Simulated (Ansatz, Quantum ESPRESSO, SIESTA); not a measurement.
## One structure in several programs: Ti3Be (P1, 8 atoms in the cell)

Self-consistent single point, at a second geometry (atoms moved at random). First geometry:

```
Ti3Be
1.0
    5.49730     0.00000     0.00000
   -2.74865     4.76081     0.00000
    0.00000     0.00000     4.44226
Ti Be
6 2
Cartesian
  1.43661   0.82943   3.33169
  1.31204   3.93138   1.11056
  0.00000   1.65885   1.11056
  2.74865   3.10195   3.33169
  4.06069   0.82943   3.33169
 -1.31204   3.93138   1.11056
  2.74865   1.58693   1.11056
  0.00000   3.17387   3.33169
```

Second geometry:
```yaml
crystal:
  lattice:
    - [5.49730, 0.00000, 0.00000]
    - [-2.74865, 4.76081, 0.00000]
    - [0.00000, 0.00000, 4.44226]
  atoms:
    - { symbol: Ti, position: [0.34826, 0.18790, 0.76575] }
    - { symbol: Ti, position: [0.64435, 0.81594, 0.24368] }
    - { symbol: Ti, position: [0.16868, 0.33814, 0.24355] }
    - { symbol: Ti, position: [0.81528, 0.64543, 0.75025] }
    - { symbol: Ti, position: [0.82627, 0.17326, 0.74678] }
    - { symbol: Ti, position: [0.18937, 0.83341, 0.26237] }
    - { symbol: Be, position: [0.67100, 0.33924, 0.24960] }
    - { symbol: Be, position: [0.33679, 0.66668, 0.73802] }
```

Shared settings, as Ansatz (a quantum-chemistry and plane-wave program) writes them: kpoints.mp_grid.grid = 5 5 6; scf.occupations.method = gaussian; scf.occupations.width = 0.1 eV. Potentials and cutoffs stand in the table.

```tsv
code	model	ΔF from the first geometry (meV/atom)	pressure (GPa)	largest force (eV/Å)	cutoff
SIESTA	LDA PW92, numerical atomic orbitals DZP, PseudoDojo LDA standard norm-conserving potentials (rewritten from UPF to PSML)	13.7	-7.22	0.715	grid 400 Ry
Quantum ESPRESSO	LDA (PZ), GBRV 1.5 ultrasoft (LDA) pseudopotentials	13.3	-4.83	0.649	50 Ry
Ansatz	LDA (PW92), PAW files made with PBE	13.2	-4.96	0.643	default
```

Size of the force on each atom (eV/Å): Sizes of forces hide their directions.

| code | Ti1 | Ti2 | Ti3 | Ti4 | Ti5 | Ti6 | Be7 | Be8 |
|---|---|---|---|---|---|---|---|---|
| SIESTA | 0.645 | 0.372 | 0.390 | 0.715 | 0.300 | 0.644 | 0.196 | 0.386 |
| Quantum ESPRESSO | 0.626 | 0.308 | 0.410 | 0.649 | 0.304 | 0.624 | 0.191 | 0.379 |
| Ansatz | 0.623 | 0.303 | 0.412 | 0.643 | 0.305 | 0.621 | 0.191 | 0.377 |

On Ansatz's run: spin polarisation is off.

The spread over the programs that give each value: ΔF from the first geometry within 0.5 meV/atom; pressure within 2.39 GPa; largest force within 0.072 eV/Å.

SIESTA uses small atom-centred bases, whose incompleteness enters pressures, forces and empty levels differently from a plane-wave cutoff. Ansatz's pressure is given at a fixed set of plane waves, as the other plane-wave codes print theirs. The same LDA comes in different parametrisations, which differ slightly. In the pressure, SIESTA (by 2.32) lies more than 1 GPa from the median of the plane-wave programs.

The starting cell comes from a database of computed structures (which also holds hypothetical and non-ambient phases and stackings), without a prior relaxation at this level. Its lattice was rescaled by a random factor within 2.5 % of one. For this run, on top of that: atoms moved at random.

Keys are those of Ansatz 0.2.
